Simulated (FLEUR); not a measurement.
FLEUR run on Lu3Si (P1, 4 atoms in the cell): self-consistent single point.

Computed with PBEsol, all-electron FLAPW (FLEUR), scalar-relativistic valence.

The change in words: lattice scaled by 0.98. Reference geometry:
```
Lu3Si
1.0
   -2.19456     2.19456     4.95772
    2.19456    -2.19456     4.95772
    2.19456     2.19456    -4.95772
Lu Si
3 1
Direct
  0.74645   0.24788   0.49678
  0.24561   0.75172   0.50060
  0.50132   0.49850   0.99904
  0.00663   0.00190   0.00357
```

Reference input (self-consistent single point, DFT, PBEsol, all-electron FLAPW (FLEUR), scalar-relativistic valence): Kmax = 3.8 1/bohr; GmaxXC = 11.4 1/bohr; xcFunctional = PBEs; jspins = 1; l_soc = F; mode = gauss; fermiSmearingEnergy = 0.00183747 Htr; mesh (inpgen div1-3) = 4 4 5; inpgen gamma flag = true; Gmax = 11.4 1/bohr; numbands = 0; maxIterBroyd = 25. This run's input differs from it in these lines:

```diff
@@ -3,5 +3,5 @@
 &input film=f /
--4.1471268127 4.1471268127 9.3687424512
-4.1471268127 -4.1471268127 9.3687424512
-4.1471268127 4.1471268127 -9.3687424512
+-4.0641848434 4.0641848434 9.1813666573
+4.0641848434 -4.0641848434 9.1813666573
+4.0641848434 4.0641848434 -9.1813666573
 1.0
@@ -46,5 +46,5 @@
          <bravaisMatrix>
-            <row-1>   -4.1471268126999998     4.1471268126999998     9.3687424511999993</row-1>
-            <row-2>    4.1471268126999998    -4.1471268126999998     9.3687424511999993</row-2>
-            <row-3>    4.1471268126999998     4.1471268126999998    -9.3687424511999993</row-3>
+            <row-1>   -4.0641848433999996     4.0641848433999996     9.1813666572999999</row-1>
+            <row-2>    4.0641848433999996    -4.0641848433999996     9.1813666572999999</row-2>
+            <row-3>    4.0641848433999996     4.0641848433999996    -9.1813666572999999</row-3>
          </bravaisMatrix>
```

Output, abridged:

```
 Iteration:     1   Distance:       9.92221669 me/bohr^3
 Iteration:     2   Distance:       8.23828973 me/bohr^3
 Iteration:     3   Distance:       4.18975626 me/bohr^3
 Iteration:     4   Distance:       2.56159385 me/bohr^3
 Iteration:     5   Distance:       1.05866704 me/bohr^3
   [... 12 lines left out ...]
 Iteration:    18   Distance:       0.00003806 me/bohr^3
 Iteration:    19   Distance:       0.00002984 me/bohr^3
 Iteration:    20   Distance:       0.00001052 me/bohr^3
 Iteration:    21   Distance:       0.00000365 me/bohr^3
 Reset of history
 Run finished successfully
 Stop message:
   Structural relaxation: new displacements generated

[file out, last iteration]
             iter=     22
[...]
          total density-effective poten   -7.5916215909E+04
          total charge density-energy d   -9.1379020352E+02
 Updated energy parameters for spin:           1
[...]
 fermi energy and band-weighting factors:
   [... 5 lines left out ...]

[...]
FERMIE:
          first approx. to ef    (T=0)  :   0.337723 htr   (energy of the highest occ. eigenvalue)
          number of occ. states  (T=0)  :       1659
          first approx. to seigv (T=0)  : -12.075742 htr
          sum of weights of occ. states :  39.512500
          sum of semicore charge        :   0.000000 e
          fermi energy=   0.33803 har   work function=  -9.19834 ev
   [... lines left out ...]
          total moment                 =     0.00000
 Direct bandgap for spin            1 :    4.6515903280334170E-003  Htr
   [... lines left out ...]
          0.00000158  electrons lost from core.

          total charge for spin  1=  227.000001
          interst. charge =       6.145507
          mt charge=             69.209886   69.210174   69.162272   13.272162
          total charge  =  227.000001
          zc=   227.000000     qfix=    1.000000
     t o t a l  e n e r g y
          sum of eigenvalues =            -26876.9039274335
          density-effective potential i   -75916.2159090934
```

The run converged in 21 iterations. FLEUR gives forces in its relaxation mode, with a further iteration, so its stop message speaks of a relaxation. Against the reference run the total energy falls by 14.8 meV/atom.

The starting cell comes from a database of computed structures (which also holds hypothetical and non-ambient phases and stackings), without a prior relaxation at this level. Its atoms were displaced at random from the sites of space group no. 139. For this run, on top of that: lattice scaled by 0.98. Spin-orbit coupling is off. Values depend on the basis (sphere radii, cutoffs, local orbitals), which need not be converged. The log's line on a gap gives a spacing of levels on this mesh, which the program prints for metals too.

Cost on one core of a shared machine: roughly 9 min.
